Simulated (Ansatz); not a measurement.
Output of an Ansatz run (abridged):

```
WARN ansatz: RAYON_NUM_THREADS=1 ignored (pool sized by the plan → 1); use --threads N
Pseudopotentials: kind: paw
Pseudopotential: Pb, paw, valence charge 14
Pseudopotential: Mo, paw, valence charge 14
Pseudopotential: O, paw, valence charge 6
Pseudopotential: Cl, paw, valence charge 7
Crystal: 22 atoms, lattice volume = 392.588 Å³
Basis set: ecut = 420 eV, 7705 PW (Γ), exchange–correlation on 96×96×150 points (8 copies of the dense FFT grid, shifted against one another)
Bands: 122, of which v1, the nominal top of the filled ones, is band 100 counted from 1 (99 counted from 0)
Symmetry: 8 space group operations
Space group: Cmcm (ITA 63), of the structure as read, at distance tolerance 7.3e-5 Å
k-points: 14 of 32
PAW frozen core: Pb, regenerated for the run's functional, and the local potential with it
PAW frozen core: Mo, regenerated for the run's functional, and the local potential with it
PAW frozen core: O, regenerated for the run's functional, and the local potential with it
PAW frozen core: Cl, regenerated for the run's functional, and the local potential with it
Initial density: superposition of atomic densities (neutral atoms: chi_scale 0, normalization atom), corrected by the library's trained network
Initial wavefunctions: pseudopotential atomic-orbital guess
Eigensolver: davidson
Functional: x = pbesol(κ = 0.804, μ = 0.12345679012345678), c = pbesol(β = 0.046)
SCF iter   1: F=—  HF=-90184.679480 eV  |F-HF|=—  |Δ(HF+E_count)|=         —  Δρ=1.06e-2  dr2=4.03e-1  ethr=1.77e-3  ⟨swp⟩=6.6  Hψ=7585  notcnv=0  defer=1
all-band conjugate gradients solve this SCF's bands
preconditioner: auto → Resta (q_TF=auto, 2.438 Å⁻¹)
SCF iter   2: F=—  HF=-90184.601856 eV  |F-HF|=—  |Δ(HF+E_count)|=   7.76e-2  S|Δr|=    0.00e0  Δρ=4.40e-3  dr2=1.00e-1  ethr=2.01e-4  ⟨swp⟩=2.0  Hψ=3289  notcnv=0  defer=109
SCF iter   3: F=—  HF=-90184.586196 eV  |F-HF|=—  |Δ(HF+E_count)|=   1.57e-2  S|Δr|=    0.00e0  Δρ=1.80e-3  dr2=1.66e-2  ethr=5.02e-5  ⟨swp⟩=2.0  Hψ=2685  notcnv=0  defer=109
SCF iter   4: F=—  HF=-90184.584259 eV  |F-HF|=—  |Δ(HF+E_count)|=   1.94e-3  S|Δr|=    0.00e0  Δρ=9.80e-4  dr2=4.04e-3  ethr=8.29e-6  ⟨swp⟩=2.0  Hψ=2555  notcnv=0  defer=109
SCF iter   5: F=—  HF=-90184.583858 eV  |F-HF|=—  |Δ(HF+E_count)|=   4.01e-4  S|Δr|=    0.00e0  Δρ=4.43e-4  dr2=9.86e-4  ethr=2.02e-6  ⟨swp⟩=2.0  Hψ=2523  notcnv=0  defer=109
SCF iter   6: F=—  HF=-90184.583836 eV  |F-HF|=—  |Δ(HF+E_count)|=   2.23e-5  S|Δr|=    0.00e0  Δρ=1.16e-4  dr2=6.77e-5  ethr=4.93e-7  ⟨swp⟩=2.0  Hψ=2701  notcnv=0  defer=109
SCF iter   7: F=—  HF=-90184.583526 eV  |F-HF|=—  |Δ(HF+E_count)|=   3.10e-4  S|Δr|=    0.00e0  Δρ=4.29e-5  dr2=8.60e-6  ethr=3.38e-8  ⟨swp⟩=2.0  Hψ=2227  notcnv=0  defer=72
SCF iter   8: F=—  HF=-90184.583533 eV  |F-HF|=—  |Δ(HF+E_count)|=   7.07e-6  S|Δr|=    0.00e0  Δρ=1.09e-5  dr2=7.01e-7  ethr=4.30e-9  ⟨swp⟩=2.0  Hψ=2207  notcnv=0  defer=68
SCF iter   9: F=-90184.583534 eV  HF=-90184.583534 eV  |F-HF|=3.56e-8  |Δ(HF+E_count)|=   6.26e-7  S|Δr|=    0.00e0  Δρ=2.91e-6  dr2=4.66e-8  ethr=5.00e-11  ⟨swp⟩=9.2  Hψ=9698  notcnv=0
SCF 1 converged in 9 iterations: F = -90184.583534 eV  dr2 = 4.66e-8
SCF converged after 9 iterations
Stability not checked (fill_not_monotonic)
Free energy (F): -90184.583534 eV
Harris-Foulkes:  -90184.583534 eV  (|F-HF|=3.56e-8)
Internal energy: -90184.583534 eV  (E = F + TS)
E sigma→0 (E₀):  -90184.583534 eV
Fermi energy:    8.461132 eV
Step filling:    the computed levels leave a gap of 1.8531 eV = 13.6 smearing widths
--- Per-component energies (eV) ---
  E_band       = -882.846545
  E_kinetic    = 4988.295366
  E_local      = -15521.098299  (includes V_loc(G=0)·N_el)
  E_nonlocal   = 2998.002320
  E_hartree    = 5969.457802
  E_xc         = -2831.917436
  E_vxc        = -2672.839248  (∫ρ·V_xc dr)
  E_paw        = -71891.518314  (= ΣΔE_a)
  E_vpaw       = -2614.150074  (= ΣTr[D̂ρ^β])
  E_aug_tail   = 0.024576  (compensation charges beyond the density's cutoff)
  E_ewald      = -13897.287456
  E_core_change = 1.457906  (= ΣΔE_core)
  E_smearing   = 0.000000  (= −TS)
  E_closure    = 0.000000  (closes the sum)
  Σ components = -90184.583534   (vs F -90184.583534, Δ=0.00e0)
--- Forces (eV/Å), atoms counted from 1 ---
  atom   1  Pb    -0.00000000     0.16022119    -0.01886771
  atom   2  Pb    -0.00000000    -0.16022119     0.01886771
  atom   3  Pb    -0.00000000    -0.16022119    -0.01886771
  atom   4  Pb    -0.00000000     0.16022119     0.01886771
  atom   5  Pb     0.00000000     0.16443394     0.00000000
  atom   6  Pb     0.00000000    -0.16443394     0.00000000
  atom   7  Mo     0.00000000    -0.14473436     0.00000000
  atom   8  Mo     0.00000000     0.14473436     0.00000000
  atom   9  O     -0.34861130     0.16863742    -0.20561773
  atom  10  O     -0.34861130    -0.16863742     0.20561773
  atom  11  O      0.34861130    -0.16863742    -0.20561773
  atom  12  O      0.34861130     0.16863742     0.20561773
  atom  13  O      0.34861130    -0.16863742     0.20561773
  atom  14  O      0.34861130     0.16863742    -0.20561773
  atom  15  O     -0.34861130     0.16863742     0.20561773
  atom  16  O     -0.34861130    -0.16863742    -0.20561773
  atom  17  O      0.00000000    -0.55521866     0.00000000
  atom  18  O      0.00000000     0.55521866     0.00000000
  atom  19  Cl     0.00000000    -0.00000000     0.00000000
  atom  20  Cl     0.00000000    -0.00000000     0.00000000
  atom  21  Cl     0.00000000     0.01242730     0.00000000
  atom  22  Cl     0.00000000    -0.01242730     0.00000000
  max |Σ_I F_I| component: 1.11e-16 eV/Å
--- Stress (GPa, compression-positive) ---
        2.475059       0.000000       0.000000
        0.000000       1.651486       0.000000
        0.000000       0.000000       2.304077
  P = ⅓ Tr σ = 2.1435 GPa (21.435 kbar)
  The stress holds the Pulay correction. Without it, at fixed plane waves, as pw.x and ABINIT print it: P = 1.8139 GPa
--- Band table (eV; the first three rows and the last of 14) ---
  k-point 0: bands = ["-54.3470", "-54.3470", "-28.8881", "-28.8881", "-28.5412", "-28.5412", "-28.5412", "-28.5410", "-10.6853", "-10.5361", "-10.1651", "-10.0348", "-9.8988", "-9.8085", "-9.7891", "-9.7328", "-9.7324", "-9.6601", "-8.1336", [...]
  k-point 1: bands = ["-54.3470", "-54.3470", "-28.8881", "-28.8881", "-28.5412", "-28.5412", "-28.5411", "-28.5411", "-10.6165", "-10.6165", "-10.1109", "-10.1109", "-9.8484", "-9.8484", "-9.7325", "-9.7325", "-9.7136", "-9.7136", "-8.1278", [...]
  k-point 2: bands = ["-54.3470", "-54.3470", "-28.8881", "-28.8881", "-28.5414", "-28.5413", "-28.5412", "-28.5410", "-10.6142", "-10.5005", "-10.1946", "-10.1332", "-9.8167", "-9.8100", "-9.7775", "-9.7345", "-9.7340", "-9.7079", "-8.1274", [...]
  k-point 13: bands = ["-54.3470", "-54.3470", "-28.8881", "-28.8881", "-28.5412", "-28.5412", "-28.5411", "-28.5411", "-10.6043", "-10.6043", "-10.1111", "-10.1111", "-9.8482", "-9.8482", "-9.7404", "-9.7404", "-9.7138", "-9.7138", "-8.1218", [...]
```

The structure:

```
CELL_PARAMETERS angstrom
      2.77085    -6.49515     0.00000
      2.77085     6.49515     0.00000
      0.00000     0.00000    10.90699
ATOMIC_POSITIONS crystal
  Pb 0.65064 0.34936 0.46809
  Pb 0.34936 0.65064 0.53191
  Pb 0.34936 0.65064 0.96809
  Pb 0.65064 0.34936 0.03191
  Pb 0.10266 0.89734 0.75000
  Pb 0.89734 0.10266 0.25000
  Mo 0.76550 0.23450 0.75000
  Mo 0.23450 0.76550 0.25000
  O  0.49707 0.03753 0.63002
  O  0.03753 0.49707 0.36998
  O  0.50293 0.96247 0.13002
  O  0.96247 0.50293 0.86998
  O  0.50293 0.96247 0.36998
  O  0.96247 0.50293 0.63002
  O  0.49707 0.03753 0.86998
  O  0.03753 0.49707 0.13002
  O  0.89550 0.10450 0.75000
  O  0.10450 0.89550 0.25000
  Cl 0.00000 0.00000 0.50000
  Cl 0.00000 0.00000 0.00000
  Cl 0.52370 0.47630 0.75000
  Cl 0.47630 0.52370 0.25000
```

**Question.** Write an input that gives this output.

**Answer.** Other spellings and defaults could give the same log, and not every line can be read from it. The input that was run (DFT, PBEsol, plane waves, default PAW files made with PBE):

Ansatz 0.2 input:
```yaml
# MoPb3Cl2O5
crystal:
  lattice:
    - [2.770849, -6.495154, 0.000000]
    - [2.770849, 6.495154, 0.000000]
    - [0.000000, 0.000000, 10.906990]
  atoms:
    - { symbol: Pb, position_ang: [2.770849, -1.956860, 5.105453] }
    - { symbol: Pb, position_ang: [2.770849, 1.956860, 5.801537] }
    - { symbol: Pb, position_ang: [2.770849, 1.956860, 10.558948] }
    - { symbol: Pb, position_ang: [2.770849, -1.956860, 0.348042] }
    - { symbol: Pb, position_ang: [2.770849, 5.161569, 8.180243] }
    - { symbol: Pb, position_ang: [2.770849, -5.161569, 2.726748] }
    - { symbol: Mo, position_ang: [2.770849, -3.448927, 8.180243] }
    - { symbol: Mo, position_ang: [2.770849, 3.448927, 2.726748] }
    - { symbol: O, position_ang: [1.481296, -2.984783, 6.871622] }
    - { symbol: O, position_ang: [1.481296, 2.984783, 4.035368] }
    - { symbol: O, position_ang: [4.060402, 2.984783, 1.418127] }
    - { symbol: O, position_ang: [4.060402, -2.984783, 9.488863] }
    - { symbol: O, position_ang: [4.060402, 2.984783, 4.035368] }
    - { symbol: O, position_ang: [4.060402, -2.984783, 6.871622] }
    - { symbol: O, position_ang: [1.481296, -2.984783, 9.488863] }
    - { symbol: O, position_ang: [1.481296, 2.984783, 1.418127] }
    - { symbol: O, position_ang: [2.770849, -5.137667, 8.180243] }
    - { symbol: O, position_ang: [2.770849, 5.137667, 2.726748] }
    - { symbol: Cl, position_ang: [0.000000, 0.000000, 5.453495] }
    - { symbol: Cl, position_ang: [0.000000, 0.000000, 0.000000] }
    - { symbol: Cl, position_ang: [2.770849, -0.307870, 8.180243] }
    - { symbol: Cl, position_ang: [2.770849, 0.307870, 2.726748] }
basis:
  ecutwfc: 420.0 eV
kpoints:
  mp_grid:
    grid: [4, 4, 2]
hamiltonian:
  xc: pbesol
  pseudopotentials:
    kind: paw
scf:
  occupations:
    method: cold
    width: 0.136 eV
output:
  forces: true
  eigenvalues: true
  stress: true
```

The starting cell comes from a database of published, mostly measured structures (it also holds non-ambient and calculated ones), without a prior relaxation at this level. Its lattice was rescaled by a random factor within 2.5 % of one. Spin-orbit coupling is off. Ansatz's pressure includes its estimate of the finite-basis (Pulay) stress.

Ansatz is a quantum-chemistry and plane-wave program.
